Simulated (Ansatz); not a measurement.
**One base run on CO₂ (P1, 12 atoms in the cell) and variants with one or two settings moved**

```yaml
crystal:
  lattice:
    - [5.49707, 0.00000, 0.00000]
    - [0.00000, 5.49707, 0.00000]
    - [0.00000, 0.00000, 5.49707]
  atoms:
    - { symbol: C, position: [0.99423, 0.00453, 0.98872] }
    - { symbol: C, position: [0.49691, 0.99076, 0.50396] }
    - { symbol: C, position: [0.50209, 0.49430, 0.99240] }
    - { symbol: C, position: [0.99877, 0.50147, 0.50094] }
    - { symbol: O, position: [0.13821, 0.11723, 0.11865] }
    - { symbol: O, position: [0.86962, 0.88264, 0.88084] }
    - { symbol: O, position: [0.35942, 0.87761, 0.61827] }
    - { symbol: O, position: [0.62316, 0.12686, 0.38350] }
    - { symbol: O, position: [0.62319, 0.37057, 0.88238] }
    - { symbol: O, position: [0.38873, 0.62900, 0.12465] }
    - { symbol: O, position: [0.87857, 0.63105, 0.38022] }
    - { symbol: O, position: [0.12711, 0.37399, 0.62546] }
```

Base run A: HSE06, PAW files made with PBE run with Ansatz (a first-principles code), self-consistent single point.

Its settings: basis.ecutwfc = 420 eV; kpoints.mp_grid.grid = 3 3 3; hamiltonian.xc = hse06; hamiltonian.pseudopotentials = {kind: paw} (the program's default PAW files); scf.occupations.method = gaussian; scf.occupations.width = 0.02 eV.

The starting cell comes from a database of computed structures (which also holds hypothetical and non-ambient phases and stackings), without a prior relaxation at this level. Its atoms were displaced at random from the sites of space group no. 205. In the base run, with a pressure of about -6 GPa the cell is away from its equilibrium volume at this level. In the base run, forces exceed 1 eV/Å. Ansatz's pressure includes its estimate of the finite-basis (Pulay) stress.

ΔF is the free energy per atom less that of run A. A dash stands where there is no value to compare (another energy zero or no entropy term, no result, no spin, no clean gap, or a mesh too coarse for one). Total energies depend on the potentials, the functional and any Hubbard or dispersion term, so they are compared only between runs that share all of them.

Runs C sample the zone with one or two k-points, far too few for so small a cell.

```csv
run,change,ΔF (meV/atom),pressure (GPa),largest force (eV/Å),gap on the mesh (eV),k-points
A,base,0.00,-6.05,8.569,8.246,14
B,hamiltonian.xc: hse06 → pbe0 [PBE0],–,-6.10,8.559,9.030,14
C,kpoints.mp_grid.grid: 3 3 3 → 1 1 1,-24.8,-7.14,8.602,8.283,1
D,kpoints.mp_grid.grid: 3 3 3 → 2 2 2,0.22,-6.06,8.569,8.246,8
E,kpoints.mp_grid.shift: default → 0 0 0.5,-0.02,-6.05,8.570,8.425,14
F,scf.convergence.dr2_threshold: default (1e-07 eV) → 1e-12 eV,0.00,-6.05,8.570,8.246,14
G,scf.exx.singularity: default → wigner_seitz,–,-6.05,8.569,8.246,14
```

Run F against A: The free energy stays essentially unchanged (within 1 meV/atom), the pressure stays at -6.05 GPa, the largest force moves little (8.569 to 8.570 eV/Å) and the gap on the mesh stays at 8.246 eV.

Run B against A: The pressure moves little (-6.05 to -6.10 GPa), the largest force goes from 8.569 to 8.559 eV/Å and the gap on the mesh goes from 8.246 to 9.030 eV.

Run C against A: The free energy drops by 24.8 meV/atom, the pressure goes from -6.05 to -7.14 GPa, the largest force goes from 8.569 to 8.602 eV/Å and the gap on the mesh goes from 8.246 to 8.283 eV.

Left out of this page: 1 run of the series held back from this collection.

Keys are those of Ansatz 0.2.
